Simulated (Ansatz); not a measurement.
BAs under load (space group F-43m), Ansatz (a first-principles code) with r2SCAN with spin-orbit coupling, rigid bands. Condition of this run: hydrostatic pressure of 6.4 GPa (compression positive) (the target of the relaxation). Band gap 1.26 eV, N_c = 3.36e19 cm⁻³ and N_v = 1.04e19 cm⁻³ at 300 K, conductivity masses of 0.295 mₑ (electrons) and 0.325 mₑ (holes). Take k_BT = 0.02585 eV.

**Question.** Find the intrinsic carrier density and the intrinsic Fermi level.

**Answer.** n_i = √(N_c N_v) exp(−E_g/2k_BT) = 1.87e19 × exp(−24.37) = 4.9e8 cm⁻³. The level lies (k_BT/2) ln(N_v/N_c) = -15 meV from mid-gap (positive towards the conduction band). Each 0.1 eV added to the gap lowers n_i by a factor of 6.9.

**Question.** What thermal injection velocity √(2k_BT/πm) limits a ballistic channel?

**Answer.** 9.91e6 cm/s for electrons and 9.44e6 cm/s for holes, a ratio of √(m_h/m_e) = 1.05, for dilute carriers.

**Question.** What built-in voltage has an abrupt junction with N_A = 1e17 and N_D = 1e18 cm⁻³, all dopants ionised?

**Answer.** V_bi = E_g/e − (k_BT/e) ln(N_c N_v/(N_A N_D)) = 1.26 − 0.02585 × 8.16 = 1.05 V, for the computed gap.

Rigid bands with the computed gap; masses take one relaxation time for all states. Geometry: cell and atoms relaxed with PBEsol.
